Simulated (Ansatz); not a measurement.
Consider Ir in the fcc (Cu type) structure (space group Fm-3m, No. 225; relaxed with 0.1 eV smearing).

```
Ir
1.0
    0.00000     1.92250     1.92250
    1.92250     0.00000     1.92250
    1.92250     1.92250     0.00000
Ir
1
Direct
  0.00000   0.00000   0.00000
```

Cartesian axes are those of the cell as printed.

Method: Ansatz (a program for electronic structure) r2SCAN, no spin-orbit coupling.

Strains are applied to the cell and any free atomic positions relax.

One change was made to it. Results:

The energy increases by 0.7 meV/atom; the shortest interatomic distance is still 271.9 pm.

What was done to the base?
(A) uniaxial strain ε_zz = +2.00 %
(B) uniaxial strain ε_zz = +0.50 %
(C) uniaxial strain ε_zz = +3.00 %
(D) uniaxial strain ε_zz = +1.50 %

B, uniaxial strain ε_zz = +0.50 %. For comparison, the energy relative to the base in the other runs: uniaxial strain ε_zz = +1.50 % gives +6.1 meV/atom; uniaxial strain ε_zz = +3.00 % gives +24 meV/atom; uniaxial strain ε_zz = +2.00 % gives +11 meV/atom.

Stability against distortions was not tested. The final runs are not spin-polarised.
